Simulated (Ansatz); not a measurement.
Levels about the gap of amorphous IGZO (In6Ga12Zn6O33) (57 atoms in a cell of 735 Å³, 5.53 g/cm³; zone centre alone, so wide bands show as single levels with stretches between that a denser mesh fills), at the geometry that PBE relaxed, where it gives 0.1 GPa on a denser mesh. The participation number counts the atoms over which a state spreads; weights are charges in smoothed Voronoi cells. The levels come from a single point, so bond lengths are those of that geometry. Method of the levels: r2SCAN, scalar-relativistic without spin-orbit coupling (Ansatz, a program for electronic structure). Sampling: the zone centre alone; Fermi-Dirac width 0.02 eV; no spin polarisation. At PBE the levels at the filled edge of the gap are localised (band-tail or defect states).

The cell was made by melting and quenching with the CHGNet potential and then relaxed with DFT. O atoms were pushed apart under 1.9 Å during the dynamics, to hinder bonds among them. The hot cell started wider than the set density and was brought back towards it in steps. It is the lowest in DFT energy of 2 quenches. It is a model cell: composition and starting density were chosen by hand, and all elements were melted together. No dispersion term was used. Its density started from a set value of 5.78 and ended at 5.53 g/cm³. The quench (nominally 84 K/ps over its main leg) was far faster than any real one, so the model tends to hold more defects than a real film. Values belong to this one cell and scatter from quench to quench. Volume and shape were free in the relaxation.

```tsv
E - E(highest filled), eV	filling	participation number	largest on	weight O	weight In	weight Ga	weight Zn
-0.33	filled	16.5	O, 3 neighbours	0.90	0.01	0.03	0.06
-0.27	filled	21.6	O, 3 neighbours	0.89	0.02	0.03	0.06
-0.24	filled	15.8	O, 3 neighbours	0.89	0.03	0.02	0.05
-0.19	filled	14.3	O, 4 neighbours	0.81	0.02	0.02	0.16
-0.15	filled	8.5	O, 3 neighbours	0.88	0.02	0.02	0.07
-0.11	filled	14.1	O, 4 neighbours	0.87	0.01	0.03	0.09
0.00	filled	3.8	O, 3 neighbours	0.91	0.02	0.02	0.05
1.60	empty	50.4	In, 5 neighbours	0.50	0.17	0.21	0.13
4.35	empty	27.4	In, 5 neighbours	0.55	0.25	0.13	0.06
4.44	empty	24.7	In, 5 neighbours	0.53	0.20	0.20	0.07
4.74	empty	32.0	Zn, 4 neighbours	0.55	0.13	0.12	0.20
4.78	empty	26.4	In, 4 neighbours	0.55	0.14	0.16	0.15
5.05	empty	36.8	In, 6 neighbours	0.57	0.18	0.19	0.06
5.17	empty	33.1	In, 5 neighbours	0.57	0.18	0.15	0.10
```

Most localised among these is the filled level at +0.00 eV, on a O atom, which has 3 neighbours (Ga 1.91 Å, Zn 2.01 Å, In 2.13 Å).
